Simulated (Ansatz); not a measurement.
Given:

```
ZnCu2SnSe4
1.0
   -2.34660     2.34660     5.44646
    2.34660    -2.34660     5.44646
    2.34660     2.34660    -5.44646
Zn Cu Sn Se
1 2 1 4
Direct
  0.00000   0.00000   0.00000
  0.75000   0.25000   0.50000
  0.25000   0.75000   0.50000
  0.50000   0.50000   0.00000
  0.63275   0.63275   0.53461
  0.36725   0.90186   0.00000
  0.09814   0.09814   0.46539
  0.90186   0.36725   0.00000
```

No spin polarisation.

Calculations: r2SCAN in Ansatz (plane waves to 500 eV, PAW, scalar-relativistic without spin-orbit coupling), earlier PAW set. Settings: 8×8×8 k-points, 0.05 eV Fermi–Dirac smearing.

**Question.** Predict the gap character, band gap and valence-band top at Γ.

**Answer.** Gap character: indirect, Γ → M
Band gap: 0.43 eV
Valence-band top at Γ (three highest levels, from the VBM): 0.00, 0.00, -1.08 eV

Load acts through the strain it causes; cell and atoms are relaxed under it. Whether these cells are dynamically stable was not tested. Competing high-pressure phases were not computed. All final runs are without spin polarisation. The cell was made from ZnCu2SnSe4 (space group I-42m, No. 121) by this change: pressure 75 GPa.

Ansatz is an electronic-structure program.
